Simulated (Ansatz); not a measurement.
Functionals compared on the (510) surface of germanium (in the relaxation 2 Ge–Ge bonds formed), unpaired: 0 pairs of surface atoms bonded, no caps (bottom of the slab: built like the top, H on every dangling bond, free), in Ansatz (plane waves, PAW). The structure was relaxed with PBE; the other rows are single points on it. Cutoff 420 eV (500 eV for r2SCAN).

Model: 44-atom slab, 11.6 Å thick at the start with caps and adatoms (thin: gaps and levels are the slab's own), 5x2x1 mesh, Fermi-Dirac 0.025 eV, dipole correction, 6 atoms held, the rest relaxed; no symmetry held; no spin (no spin-polarised run to compare, though such a face may carry moments), no spin-orbit, no U. The slab shows no gap over 0.04 eV on its mesh. In PBE it is, or lies within 0.01 eV a 1x1 cell of, the lowest of the 2 structures of its composition computed so far; larger cells were not tried. These notes are the PBE run's.

| functional | work function of the top face (eV) | rough cost of the single point |
|---|---|---|
| PBE | 4.70 | – |
| r2SCAN | ___ | roughly 25 core-minutes |

### Question
Fill in the missing entries.

### Answer

- r2SCAN, work function of the top face (eV): 4.90

Ansatz is an electronic-structure program.
